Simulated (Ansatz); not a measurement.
**K: element substitutions**

The reference is K in the bcc (W type) structure (space group Im-3m, No. 229; a = 5.212 Å).

Each row replaces one element on all its sites; cell and atoms are relaxed.

Method: PBEsol in Ansatz (plane waves to 420 eV, PAW, spin-orbit coupling left out).

Candidates:
(a) K → Ca
(b) K → La
(c) K → H

For the base:

| Quantity | Value |
|---|---|
| Volume per atom | 70.80 Å³ |

### Question
Order them by volume per atom, lowest first.

### Answer
(c) K → H (2.92 Å³), (b) K → La (34.71 Å³), (a) K → Ca (40.38 Å³)

No phonon test of stability was made. For La in this form, whether it has been made was not checked. All final runs are without spin polarisation. This is not the structure that Ca has at room temperature and ambient pressure. This is not the structure that La has at room temperature and ambient pressure.

Ansatz is a first-principles code.
